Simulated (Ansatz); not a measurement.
The reference is BeTe in the zinc blende structure (space group F-43m, No. 216; a = 5.604 Å). Axes: x, y, z lie along the cube axes.

One thing is altered: biaxial strain −0.42 %, plane normal [111], relaxed out of plane (Cartesian); in-plane vectors clamped, the third vector and the atoms free.

Level of theory: plane-wave PAW DFT at the PBEsol level (Ansatz, a program for electronic structure, 420 eV), no spin-orbit coupling.

Task: Give the band edges at the high-symmetry points of the new zone, measured from its valence-band maximum.

Result: 
```tsv
point	valence edge (eV)	conduction edge (eV)
Γ	0.00	3.54
T	-1.15	3.13
H₂	-3.35	5.18
H₀	-3.35	5.18
L	-1.18	3.07
S₀	-2.34	2.56
S₂	-2.34	2.56
F	-2.72	1.80
```

The gap is 1.80 eV, indirect, Γ → F.

Spin-orbit coupling, missing from the scalar runs, can matter with Te. Stability against distortions was not tested. Labels are those of the standard path for the cell's own space group.
